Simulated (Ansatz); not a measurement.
System: Hg (R-3m, No. 166, 1 atom in the cell). Method: rVV10 (PAW; Ansatz, a first-principles code).

Numerical settings: plane-wave cutoff 520 eV, 20×20×20 k mesh, Fermi–Dirac smearing 0.05 eV, scalar-relativistic PAW data made under PBE.

Properties against volume:

Shape and atoms are relaxed at each volume.

```
V (Å³/atom)  P (GPa)  c (Å)  a (Å)
-----------  -------  -----  -----
27.800          0.81  6.133  3.963
28.379          0.52  5.816  4.111
28.959          0.01  5.817  4.153
29.538         -0.43  5.808  4.197
30.117         -0.80  5.802  4.240
```

Note: the relaxation could not lower the start's symmetry, so the cell can be a saddle point above a distorted one; the bulk modulus comes from volumes at which shape and atoms were relaxed.
